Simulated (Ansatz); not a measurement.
# rock-salt NbN (0 0 1) on zinc-blende InAs (0 0 1) (film strained to the substrate, started from cuts of the bulks and a machine-learned relaxation; slabs As6In5 and N12Nb12, which can lie off the formulas)

A periodic stack without vacuum, rock-salt NbN (0 0 1) on zinc-blende InAs (0 0 1) (film strained to the substrate, started from cuts of the bulks and a machine-learned relaxation; slabs As6In5 and N12Nb12, which can lie off the formulas): substrate slab As6In5, film N12Nb12, surface cells [[1, 0], [1, 1]] and [[0, -1], [2, 1]], film strained by -1.1 and -1.1 %, outermost planes As/As and NNb/NNb as cut, which need not be the usual terminations and can put a slab off its formula.

The start was prepared with a machine-learned potential, and the result is one local minimum, with the in-plane cell held and forces under 0.04 eV/Å; the film can end far from its bulk form.

All values below come from PBE (plane waves to 420 eV, PAW; Ansatz, an electronic-structure program). Scalar-relativistic, without spin–orbit coupling; the runs are not spin-polarised; PBE gaps are too small against experiment. Its k-point mesh 7×7×1, Fermi–Dirac width 0.05 eV.

| Property | Value |
|---|---|
| interface area | 19.1 Å² |
| period | 31.59 Å |
| heights between the nearest atoms of the two slabs at the two interfaces | 2.11 and 2.53 Å |
| As–Nb contacts across the interfaces within 1.22 times the sum of covalent radii | 4, mean 2.87 Å |
| slope of the mean potential energy in the substrate | -2.0 MV/cm × e |

```
In5Nb12As6N12
1.0
    4.37134     0.00168     0.15286
    0.00196     4.37267    -0.10560
    1.83112    -1.49100    31.71719
As In N Nb
6 5 12 12
Direct
  0.15364   0.36784   0.14102
  0.72301   0.81706   0.04341
  0.02030   0.47042   0.33696
  0.58635   0.91940   0.23903
  0.91511   0.56723   0.53485
  0.44664   0.02281   0.43503
  0.11959   0.89328   0.18985
  0.68724   0.34211   0.09156
  0.97917   0.99567   0.38570
  0.55380   0.44477   0.28778
  0.46244   0.54809   0.48334
  0.51273   0.63675   0.67411
  0.96591   0.10818   0.67293
  0.03239   0.59168   0.61516
  0.50050   0.08702   0.60174
  0.39019   0.70184   0.81423
  0.87916   0.19074   0.81656
  0.91195   0.66950   0.75284
  0.43272   0.15898   0.75098
  0.28392   0.76424   0.95666
  0.78008   0.27177   0.96229
  0.80740   0.74828   0.89161
  0.36275   0.20303   0.89072
  0.00856   0.61180   0.68223
  0.46388   0.13508   0.67240
  0.51692   0.58725   0.60693
  0.99839   0.08981   0.60178
  0.88756   0.69317   0.82270
  0.37116   0.21126   0.82277
  0.41492   0.65265   0.74328
  0.93677   0.16788   0.74393
  0.78319   0.76987   0.96319
  0.28000   0.27058   0.95525
  0.31361   0.70060   0.88631
  0.85801   0.24944   0.89117
```
